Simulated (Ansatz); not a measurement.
## As (model structure, Fd-3m, No. 227, 2 atoms in the cell)

Method: PBEsol in Ansatz (PAW).

Run with plane-wave cutoff 520 eV, 16×16×16 k mesh, Fermi–Dirac smearing 0.05 eV, scalar-relativistic PAW data made under PBE.

Cell (relaxed at this level):

Space group Fd-3m, origin choice 1 (No. 227); a = 6.0129 Å, b = 6.0129 Å, c = 6.0129 Å, α = 90.00°, β = 90.00°, γ = 90.00°

| atom | site | symmetry | x | y | z |
|---|---|---|---|---|---|
| As | 8b | -43m | 0.5000 | 0.5000 | 0.5000 |
(The calculation used a cell of 2 atoms; values per cell refer to that cell.)

| Item | Value |
|---|---|
| band gap | none |
| bulk modulus | 51.5 GPa |

Note: the bulk modulus is −V dP/dV from two relaxed cells at ±2 % in volume; the relaxation could raise the start's symmetry but not lower it, so the cell can be a saddle point.

Spin–orbit coupling is not included.

Computed values are for the static lattice.

Computing time: about 70 core-seconds (a rough figure).

A model structure was made by putting elements into a prototype or built by hand; it is no filed structure, need not be a known phase, and can be a saddle point held by its symmetry.

Ansatz is an electronic-structure program.
